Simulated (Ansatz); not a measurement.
A self-consistent single point of HgTe (Cmcm, 4 atoms in the cell) with Ansatz (a quantum-chemistry and plane-wave program).

Level of theory: PBEsol, default PAW files made with PBE (plane waves; Ansatz).

```
CELL_PARAMETERS angstrom
      2.99252    -3.46693     0.00000
      2.99252     3.46693     0.00000
      0.00000     0.00000     5.79816
ATOMIC_POSITIONS crystal
  Hg 0.34305 0.65695 0.75000
  Hg 0.65695 0.34305 0.25000
  Te 0.78481 0.21519 0.75000
  Te 0.21519 0.78481 0.25000
```

Reference input (self-consistent single point, DFT, PBEsol, plane waves, default PAW files made with PBE): basis.ecutwfc = 420 eV; kpoints.mp_grid.grid = 7 7 6; hamiltonian.xc = pbesol; hamiltonian.pseudopotentials = {kind: paw} (the program's default PAW files); scf.occupations.method = cold; scf.occupations.width = 0.2 eV. This run's input differs from it in these lines:

Ansatz 0.2 input:
```diff
@@ -13,3 +13,3 @@
 kpoints:
-  mp_grid: { grid: [7, 7, 6] }
+  mp_grid: { grid: [7, 7, 6], shift: [0.5, 0.5, 0.5] }
 hamiltonian:
```

Output (repeated stretches shortened):

```
SCF iter   1: F=—  HF=-41139.089096 eV  |F-HF|=—  |Δ(HF+E_count)|=         —  Δρ=3.15e-3  dr2=1.56e-2  ethr=1.77e-3  ⟨swp⟩=7.7  Hψ=8350  notcnv=0  defer=2
all-band conjugate gradients solve this SCF's bands
preconditioner: auto → LDOS
SCF iter   2: F=—  HF=-41139.085481 eV  |F-HF|=—  |Δ(HF+E_count)|=   3.61e-3  S|Δr|=    0.00e0  Δρ=2.13e-3  dr2=4.38e-3  ethr=2.17e-5  ⟨swp⟩=2.1  Hψ=4096  notcnv=0  defer=2
SCF iter   3: F=—  HF=-41139.083632 eV  |F-HF|=—  |Δ(HF+E_count)|=   1.85e-3  S|Δr|=    0.00e0  Δρ=4.71e-4  dr2=2.91e-4  ethr=6.08e-6  ⟨swp⟩=2.0  Hψ=3645  notcnv=0  defer=2
SCF iter   4: F=—  HF=-41139.083550 eV  |F-HF|=—  |Δ(HF+E_count)|=   8.20e-5  S|Δr|=    0.00e0  Δρ=7.86e-5  dr2=9.26e-6  ethr=4.04e-7  ⟨swp⟩=2.0  Hψ=2866  notcnv=0  defer=2
SCF iter   5: F=—  HF=-41139.083530 eV  |F-HF|=—  |Δ(HF+E_count)|=   1.97e-5  S|Δr|=    0.00e0  Δρ=1.82e-5  dr2=2.51e-7  ethr=1.29e-8  ⟨swp⟩=2.0  Hψ=3364  notcnv=0  defer=2
SCF iter   6: F=-41139.083531 eV  HF=-41139.083531 eV  |F-HF|=6.90e-9  |Δ(HF+E_count)|=   1.05e-7  S|Δr|=    0.00e0  Δρ=4.57e-6  dr2=2.91e-8  ethr=1.39e-10  ⟨swp⟩=10.3  Hψ=10163  notcnv=0
SCF 1 converged in 6 iterations: F = -41139.083531 eV  dr2 = 2.91e-8
Stability not checked (fill_not_monotonic)
Free energy (F): -41139.083531 eV
Internal energy: -41139.085199 eV  (E = F + TS)
E sigma→0 (E₀):  -41139.084087 eV
Entropy (-TS):   0.001669 eV (0.417 meV/atom)
Fermi energy:    10.004472 eV
--- Forces (eV/Å), atoms counted from 1 ---
  atom   1  Hg    -0.00000000     0.00503587     0.00000000
  atom   2  Hg     0.00000000    -0.00503587     0.00000000
  atom   3  Te    -0.00000000     0.13852933    -0.00000000
  atom   4  Te     0.00000000    -0.13852933     0.00000000
--- Stress (GPa, compression-positive) ---
       -3.672198      -0.000000       0.000000
       -0.000000      -2.874976       0.000000
        0.000000       0.000000      -3.605052
  P = ⅓ Tr σ = -3.3841 GPa (-33.841 kbar)
  The stress holds the Pulay correction. Without it, at fixed plane waves, as pw.x and ABINIT print it: P = -3.4149 GPa
```

The run converged in 6 iterations. Against the reference run the free energy falls by 2.5 meV/atom, the pressure moves little (-3.43 to -3.38 GPa) and the largest force goes from 0.169 to 0.139 eV/Å.

The starting cell comes from a database of computed structures (which also holds hypothetical and non-ambient phases and stackings), without a prior relaxation at this level. Spin-orbit coupling is off. Ansatz's pressure includes its estimate of the finite-basis (Pulay) stress. The run gives no clean gap (levels at the Fermi energy touch, overlap or are partly filled at this smearing), which alone does not show that the compound is a metal.
